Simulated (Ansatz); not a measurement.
## CaS (model structure, F-43m, No. 216, 2 atoms in the cell)

Calculation: G0W0@PBEsol (Ansatz, an electronic-structure program, plane waves, hard PAW, contour deformation, complete-basis limit).

Run with largest k mesh 8×8×8 (not extrapolated in the mesh).

Cell (relaxed with PBEsol):

```cif
data_Ca4S4
_chemical_formula_sum 'Ca4 S4'
_space_group_name_H-M_alt 'F-43m'
_space_group_IT_number 216
_space_group_name_Hall 'F -4 2 3'
_cell_length_a 6.22991
_cell_length_b 6.22991
_cell_length_c 6.22991
_cell_angle_alpha 90.000
_cell_angle_beta 90.000
_cell_angle_gamma 90.000
loop_
_atom_site_label
_atom_site_type_symbol
_atom_site_symmetry_multiplicity
_atom_site_Wyckoff_symbol
_atom_site_fract_x
_atom_site_fract_y
_atom_site_fract_z
_atom_site_occupancy
Ca1 Ca 4 a 0.00000 0.00000 0.00000 1
S1 S 4 d 0.75000 0.75000 0.75000 1
```
(The calculation used a cell of 2 atoms; values per cell refer to that cell.)

band gap: 5.22 eV (indirect)

Note: the correction to the complete basis was taken at k points off the band edges; the relaxation could raise the start's symmetry but not lower it, so the cell can be a saddle point; the gap holds a correction of +0.18 eV to the complete basis, taken at k points off the band edges.

Static lattice: no zero-point or thermal effects.

A model structure was made by putting elements into a prototype or built by hand; it is no filed structure, need not be a known phase, and can be a saddle point held by its symmetry.
